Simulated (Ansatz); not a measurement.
The starting structures come from a database of crystals and need not be the phases stable at ambient conditions.

Data:

```xyz
14
Lattice="3.8742 0.0000 0.0000 0.0000 13.0373 0.0000 0.0000 0.0000 3.8409" Properties=species:S:1:pos:R:3 pbc="T T T"
Ta     3.7862     1.9008     0.0000
Ta     3.7862    11.1365     0.0000
Ta     0.0880     4.6178     1.9204
Ta     0.0880     8.4195     1.9204
O      3.8662     2.4149     1.9204
O      3.8662    10.6224     1.9204
O      0.0080     4.1038     0.0000
O      0.0080     8.9336     0.0000
O      1.9074    11.0957     0.0000
O      1.9074     1.9416     0.0000
O      1.9667     8.4603     1.9204
O      1.9667     4.5770     1.9204
O      0.0194     6.5187     1.9204
O      3.8548     0.0000     0.0000
```

Space group of this cell: Pmmn. The cell is taken as given; by r2SCAN its mean pressure is -1.0 GPa.

Transport runs along the normal of the first two printed cell vectors.

The gap is the functional's own, uncorrected, and κ follows it; spin-orbit coupling is left out. Mid-gap values are interpolated between the computed energies.

Problem. Predict the band gap and the smallest decay constant κ at mid-gap from r2SCAN (Ansatz, an electronic-structure program).

Solution. Gap 2.79 eV on a 8×4×8 mesh; κ = 0.301 1/Å, at the zone centre.
